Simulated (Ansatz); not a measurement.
Tl under a change: isotropic strain −2.50 %

Consider Tl in the hcp (Mg type) structure (space group P6_3/mmc, No. 194; a = 3.476 Å, c = 5.472 Å; relaxed with 0.1 eV smearing).

It is then changed as follows: an isotropic linear strain of −2.50 %; the atoms relax in the strained cell.

Computed with PBEsol (Ansatz, a first-principles code, PAW, no SOC). k-mesh 19×19×11 (Γ-centred); smearing 0.1 eV (Fermi–Dirac).

* **Space group**: P6_3/mmc (No. 194) (base P6_3/mmc (No. 194))
* **Shortest interatomic distance**: 3.308 Å (base 3.393 Å)
* **Energy relative to the base (free energy F)**: +20 meV/atom
* **Pressure (mean of the normal stresses, compression positive)**: 3.4 GPa (base 0.0 GPa)
* **Band gap**: zero (base zero)

No phonon test of stability was made.
